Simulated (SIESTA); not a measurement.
Worked example: self-consistent single point of InF₃ (P1, 8 atoms in the cell) in SIESTA.

Computed with LDA PW92, numerical atomic orbitals DZP, PseudoDojo LDA standard norm-conserving potentials (rewritten from UPF to PSML) (SIESTA).

The change in words: atoms moved at random. Reference geometry:
```
CELL_PARAMETERS angstrom
      2.60214     1.50235     4.90751
     -2.60214     1.50235     4.90751
      0.00000    -3.00469     4.90751
ATOMIC_POSITIONS crystal
  In 0.50000 0.50000 0.50000
  In 0.00000 0.00000 0.00000
  F  0.39571 0.75000 0.10429
  F  0.60429 0.25000 0.89571
  F  0.10429 0.39571 0.75000
  F  0.89571 0.60429 0.25000
  F  0.75000 0.10429 0.39571
  F  0.25000 0.89571 0.60429
```

Reference input (self-consistent single point, DFT, LDA PW92, numerical atomic orbitals DZP, PseudoDojo LDA standard norm-conserving potentials (rewritten from UPF to PSML)): XC.functional = LDA; XC.authors = PW92; potentials = PseudoDojo LDA standard; PAO.BasisSize = DZP; PAO.EnergyShift = 0.005 Ry; MeshCutoff = 300 Ry; kgrid.MonkhorstPack = 5 5 5; OccupationFunction = FD; ElectronicTemperature = 50 meV; MaxSCFIterations = 150; SCF.Mixer.Method = Broyden; SCF.Mixer.Weight = 0.2. This run's input differs from it in these lines:

```diff
@@ -18,10 +18,10 @@
 %block AtomicCoordinatesAndAtomicSpecies
-     0.000000000    0.000000000    7.361260500  1
-     0.000000000    0.000000000    0.000000000  1
-    -0.921912181    1.407893507    6.134383750  2
-     0.921912181   -1.407893507    8.588137250  2
-    -0.758315639   -1.502346000    6.134383750  2
-     0.758315639    1.502346000    8.588137250  2
-     1.680227819    0.094452493    6.134383750  2
-    -1.680227819   -0.094452493    8.588137250  2
+     0.028446594   -0.078155044    7.358924527  1
+    -0.003195428    0.040461182   -0.052098094  1
+    -0.888274317    1.348876849    6.188263269  2
+     0.910884311   -1.377341799    8.584378100  2
+    -0.753832152   -1.520742227    6.164878998  2
+     0.715055061    1.510018481    8.573802422  2
+     1.683462279    0.134227103    6.152065498  2
+    -1.692548952   -0.057346049    8.558603873  2
 %endblock AtomicCoordinatesAndAtomicSpecies
```

The program printed (abridged):

```
        iscf     Eharris(eV)        E_KS(eV)     FreeEng(eV)     dDmax    Ef(eV) dHmax(eV)
   scf:    1    -7611.222091    -7617.187753    -7617.187753  1.837549 -7.318988  5.693968
   scf:    2    -7621.844230    -7619.778435    -7619.778435  0.078690 -6.864301  3.676541
   scf:    3    -7621.086454    -7620.694221    -7620.694221  0.079703 -6.513637  1.252186
   scf:    4    -7620.764599    -7620.740138    -7620.740138  0.057394 -6.730475  0.327289
   scf:    5    -7620.751139    -7620.746528    -7620.746528  0.005937 -6.710553  0.141877
   scf:    6    -7620.747290    -7620.747672    -7620.747672  0.005451 -6.693869  0.059197
   scf:    7    -7620.748107    -7620.747909    -7620.747909  0.001471 -6.694531  0.030868
   scf:    8    -7620.748021    -7620.747986    -7620.747986  0.001135 -6.696497  0.002111
   scf:    9    -7620.747987    -7620.747987    -7620.747987  0.000076 -6.696315  0.001356
   scf:   10    -7620.747987    -7620.747987    -7620.747987  0.000039 -6.696245  0.000973
SCF Convergence by DM+H criterion
max |DM_out - DM_in|         :     0.0000391955
max |H_out - H_in|      (eV) :     0.0009731539
SCF cycle converged after 10 iterations

Using DM_out to compute the final energy and forces

siesta: E_KS(eV) =            -7620.7480

siesta: E_KS - E_eggbox =     -7620.7480

siesta: Atomic forces (eV/Ang):
     1   -0.367754    1.337443   -0.213967
     2    0.599287   -0.477787    0.974148
     3   -0.664140    0.277595   -0.614120
     4    0.210012   -0.657505    0.518767
     5   -0.133647   -0.508179   -0.459796
     6    0.025163   -0.019450    0.048294
     7    0.343322    0.152263   -0.371615
     8   -0.013328   -0.100350    0.119341
   Tot   -0.001085    0.004031    0.001053
   Max    1.337443
   Res    0.497556    sqrt( Sum f_i^2 / 3N )
   Max    1.337443    constrained

   [... lines left out ...]
siesta: FreeEng =     -7620.747987
siesta: Cell volume =        115.109933 Ang**3
siesta:         -15.48641151         -9.68457453  kBar
   [... lines left out ...]
   [... 9 lines left out ...]

mulliken: Qtot =       68.000

Mulliken Atomic Populations:
Atom #   charge [q] valence [e]  Species
     1     1.137225   11.862775  In
     2     1.101425   11.898575  In
     3    -0.361815    7.361815  F
     4    -0.390922    7.390922  F
     5    -0.377341    7.377341  F
     6    -0.369233    7.369233  F
     7    -0.369336    7.369336  F
     8    -0.370003    7.370003  F
 Total    -0.000000
```

The run converged in 10 iterations. Against the reference run the free energy goes up by 18.3 meV/atom, the pressure goes from -2.90 to -1.55 GPa, the largest force goes from 0.015 to 1.403 eV/Å and the gap on the mesh goes from 3.844 to 3.695 eV.

The starting cell comes from a database of computed structures (which also holds hypothetical and non-ambient phases and stackings), without a prior relaxation at this level. For this run, on top of that: atoms moved at random. Values carry the incompleteness of an atom-centred basis. Forces in this geometry exceed 1 eV/Å.

Cost on one core of a shared machine: roughly 40 s.
